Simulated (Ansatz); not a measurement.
Functionals compared on O on the 1x1 (100) surface of rock-salt MgO (cut with top plane Mg + O), one in a 2x2 cell, started at the site 'top Mg', in Ansatz (plane waves, PAW). The structure was relaxed with PBE; the other rows are single points on it, each with its references at the same level. Cutoff 420 eV (500 eV for r2SCAN). The points keep PBE's geometry, so the relaxation of a polaron and the settling of charge on one site are left out.

Host crystal: rock-salt MgO, with a band gap (PBE, scalar-relativistic without spin-orbit coupling).

Model: 33-atom slab, 6.4 Å thick at the start under the adsorbate (thin: gaps and levels are the slab's own), 3x3x1 mesh, Fermi-Dirac 0.01 eV, dipole correction, 16 atoms held, the rest relaxed; symmetry of the start imposed; spin-polarised, ending with about 2.0 μB a cell; orders that need a larger cell were not tried, no spin-orbit, no U, no dispersion correction. It is one chosen start, not shown to be the lowest state of the adsorbate. These notes are the PBE run's. RPBE: The program's check for a lower electronic state was not made. r2SCAN: The program's check for a lower electronic state was not made. Adsorption energies are against ½ O2(g). A negative adsorption energy means that the adsorbate is more stable on the surface than in its reference.

```
functional  adsorption energy (eV)  magnetic moment of the cell (μB)
----------  ----------------------  --------------------------------
PBE                           2.23                              2.00
RPBE                          2.19                              2.00
r2SCAN                        2.13                              2.00
```

Ansatz is a quantum-chemistry and plane-wave program.
